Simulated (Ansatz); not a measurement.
Abridged Ansatz (an electronic-structure program) output:

```
Relaxation: its limit of steps is 50 (relax.max_steps)
Pseudopotential: Zr, paw, valence charge 12
Crystal: 2 atoms, lattice volume = 50.532 Å³
Basis set: ecut = 500 eV, 1279 PW (Γ), exchange–correlation on 100×100×160 points (64 copies of the dense FFT grid, shifted against one another)
Bands: 16, of which v1, the nominal top of the filled ones, is band 12 counted from 1 (11 counted from 0)
Symmetry: 24 space group operations
k-points: 264 of 4400
Functional: x = r2scan, c = r2scan; τ floored in thin density (d = 2e-4 eV/Å³)
SCF iter   1: F=—  HF=-8390.094303 eV  |F-HF|=—  |Δ(HF+E_count)|=         —  Δρ=3.22e-2  dr2=7.04e-1  dr2_τ=1.58e-2  ethr=2.93e-3  ⟨swp⟩=1.0  Hψ=47458  notcnv=0
SCF iter   2: F=—  HF=-8390.057311 eV  |F-HF|=—  |Δ(HF+E_count)|=   3.70e-2  Δρ=2.01e-2  dr2=2.64e-1  dr2_τ=7.42e-3  ethr=2.93e-3  ⟨swp⟩=3.0  Hψ=9227  notcnv=0
SCF 1 converged in 6 iterations: F = -8390.013377 eV  dr2 = 1.08e-8
relax step   1: F+E_penalty+E_count = -8390.01337741 eV  Δ(F+E_penalty+E_count) = +0.000e0 eV  max|allowed force component| = 6.476e-17 eV/Å  Δτ_max = 0.0000 Å  P = -5.800 GPa  Ω = 50.532 Å³  fix = [a, b, gamma]  reactions: a -7.900, b -7.900 GPa  (6 SCF iters, dr2 threshold 1.00e-7 eV, accepted)
[... steps on the carried basis left out ...]
relax step   5: F+E_penalty+E_count = -8390.01615197 eV  Δ(F+E_penalty+E_count) = -2.464e-6 eV  max|allowed force component| = 2.313e-16 eV/Å  Δτ_max = 0.0000 Å  P = -4.896 GPa  Ω = 49.980 Å³  energy of the carried Pulay correction = +2.288e-6 eV  fix = [a, b, gamma]  reactions: a -7.343, b -7.343 GPa  (4 SCF iters, dr2 threshold 4.13e-10 eV, accepted)
Crystal: 2 atoms, lattice volume = 49.980 Å³
SCF iter   1: F=—  HF=-8390.016151 eV  |F-HF|=—  |Δ(HF+E_count)|=         —  Δρ=5.59e-7  dr2=1.08e-10  dr2_τ=2.46e-11  ethr=1.32e-8  ⟨swp⟩=3.7  Hψ=37884  notcnv=0
SCF iter   2: F=—  HF=-8390.016150 eV  |F-HF|=—  |Δ(HF+E_count)|=   3.44e-7  Δρ=3.71e-7  dr2=3.33e-11  dr2_τ=1.46e-11  ethr=4.51e-13 (applied; sched 1.00e-12)  ⟨swp⟩=3.0  Hψ=12032  notcnv=0
SCF 6 converged in 4 iterations: F = -8390.016150 eV  dr2 = 1.20e-13
SCF converged after 4 iterations
Free energy (F): -8390.016150 eV
Internal energy: -8389.955853 eV  (E = F + TS)
E sigma→0 (E₀):  -8389.986002 eV
Entropy (-TS):   -0.060297 eV (-30.149 meV/atom)
Fermi energy:    12.906413 eV
--- Forces (eV/Å), atoms counted from 1 ---
  atom   1  Zr     0.00000000     0.00000000     0.00000000
  atom   2  Zr     0.00000000    -0.00000000     0.00000000
--- Stress (GPa, compression-positive) ---
       -7.343432       0.000000       0.000000
       -0.000000      -7.343432       0.000000
        0.000000       0.000000      -0.000071
  P = ⅓ Tr σ = -4.8956 GPa (-48.956 kbar)
--- Relaxed structure (4 steps of the walk, 4 accepted, 2 SCFs on fresh bases) ---
  cell:  # Å, volume = 49.9795 Å³
    - [3.4059246608411664, -2.9276184505707425e-98, 0.0]
    - [1.7029623304205832, 2.9496172796643485, 0.0]
    - [0.0, 0.0, 4.974980617298076]
  atoms:
    - { symbol: Zr, position: [0.33333333333333337, 0.33333333333333326, 0.7499999999999999] }
    - { symbol: Zr, position: [0.6666666666666667, 0.6666666666666665, 0.24999999999999997] }
```

Problem. What was computed, and what are the main results?

Solution. Zr, 2 atoms in the cell, with r2SCAN (Ansatz, PAW, no spin-orbit coupling), earlier PAW set. The last SCF converged to F = -8390.016150 eV, or -4195.0081 eV per atom, at a pressure of -4.90 GPa. The total energy compares only with runs of the same code, potentials and settings.

The cells carry an imposed strain or load. Whether these cells are dynamically stable was not tested. All final runs are without spin polarisation. The cell was made from Zr in the hcp (Mg type) structure (space group P6_3/mmc, No. 194) by this change: biaxial strain +4.98 %, plane normal [001], relaxed out of plane.

Keys are those of Ansatz 0.2.
